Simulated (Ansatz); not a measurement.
# BAs, pressure series

Start from BAs in the zinc blende structure (space group F-43m, No. 216; a = 4.768 Å).

Cell and atoms are relaxed at each pressure.

Calculations: Ansatz (a program for electronic structure) PBEsol, spin-orbit coupling left out.

| change | band gap | electron mass | density | shortest interatomic distance |
|---|---|---|---|---|
| base | 1.08 eV | 1.1 mₑ along k, 0.21 mₑ across (off the special points) | 5.25 g/cm³ | 2.065 Å |
| pressure −2 GPa | 1.10 eV | 1.1 mₑ along k, 0.21 mₑ across (off the special points) | 5.18 g/cm³ | 2.075 Å |
| pressure −1 GPa | 1.09 eV | 1.1 mₑ along k, 0.21 mₑ across (off the special points) | 5.22 g/cm³ | 2.069 Å |
| pressure 0.9 GPa | 1.08 eV | 1.0 mₑ along k, 0.21 mₑ across (off the special points) | 5.29 g/cm³ | 2.060 Å |
| pressure 2.1 GPa | 1.07 eV | 1.1 mₑ along k, 0.21 mₑ across (off the special points) | 5.33 g/cm³ | 2.055 Å |
| pressure 4.5 GPa | 1.05 eV | 1.1 mₑ along k, 0.21 mₑ across (off the special points) | 5.41 g/cm³ | 2.044 Å |
| pressure 9 GPa | 1.03 eV | 1.1 mₑ along k, 0.21 mₑ across (off the special points) | 5.56 g/cm³ | 2.026 Å |
| pressure 15 GPa | 0.99 eV | 1.1 mₑ along k, 0.21 mₑ across (off the special points) | 5.74 g/cm³ | 2.004 Å |
| pressure 22.5 GPa | 0.95 eV | 1.1 mₑ along k, 0.21 mₑ across (off the special points) | 5.95 g/cm³ | 1.981 Å |
| pressure 30 GPa | 0.92 eV | 1.1 mₑ along k, 0.21 mₑ across (off the special points) | 6.14 g/cm³ | 1.960 Å |

Load acts through the strain it causes; cell and atoms are relaxed under it. Effective masses come from finite differences of ±0.01 Å⁻¹. Along k means along the line from Γ to the band edge. Stability against distortions was not tested. Competing high-pressure phases were not computed.
